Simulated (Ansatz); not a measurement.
Ta2SnN (model structure, started from the MAX type, P6₃/mmc, No. 194, 8 atoms in the cell), treated with PBE in Ansatz (PAW).

Settings: plane-wave cutoff 520 eV, 24×24×4 k mesh (along the axes of the cell as run), Fermi–Dirac smearing 0.05 eV, scalar-relativistic PAW data made under PBE.

Cell (relaxed at this level):

Space group P6₃/mmc (No. 194); a = b = 3.270 Å, c = 13.579 Å, α = β = 90.00°, γ = 120.00°

```tsv
atom	site	symmetry	x	y	z
Sn	2d	-6m2	0.6667	0.3333	0.2500
Ta	4f	3m.	0.3333	0.6667	0.0806
N	2a	-3m.	0.0000	0.0000	0.0000
```

Q: Predict the bulk modulus.

A: 
- bulk modulus = 173 GPa

The run finds no gap.

Note: the bulk modulus is −V dP/dV from two relaxed cells at ±2 % in volume; the relaxation could raise the start's symmetry but not lower it, so the cell can be a saddle point.

Spin–orbit coupling is not included; it can open a gap where bands touch, and shift volumes and moduli.

Static lattice: no zero-point or thermal effects.

It cost about 18 core-minutes (a rough figure) of CPU time.

A model structure was made by putting elements into a prototype or built by hand; it is no filed structure, need not be a known phase, and can be a saddle point held by its symmetry.

Ansatz is an electronic-structure program.
